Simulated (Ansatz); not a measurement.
Structures of equal composition on the (0001) surface of hcp Ti: a pseudomorphic layer of Pd in the host's stacking; a pseudomorphic layer of Pd in the other hollow. The slabs share one bottom face, and each structure is named by its start. These are constructed structures in small cells; real faces may alloy, dewet or reconstruct in larger ones, and not all known structures of the face are among them. Slabs of about 12 Å with all that they carry, Fermi-Dirac smearing of 0.1 eV. Bottom of the slabs: a bare face, its two planes held. Relaxed from the named starts with such symmetry as they have, on meshes of like density; energies extrapolated to zero smearing; no spin-orbit coupling, no U. Spin-polarised runs, if any, are marked in brackets, and their order is one that fits the cell; the others ran without spin.

These are PBE (plane waves to 420 eV, PAW; Ansatz, a quantum-chemistry and plane-wave program) values and carry that method's errors.

Order them by energy per 1x1 cell (lowest first) at the level PBE.

a pseudomorphic layer of Pd in the other hollow (0.000 eV), a pseudomorphic layer of Pd in the host's stacking (0.064 eV)
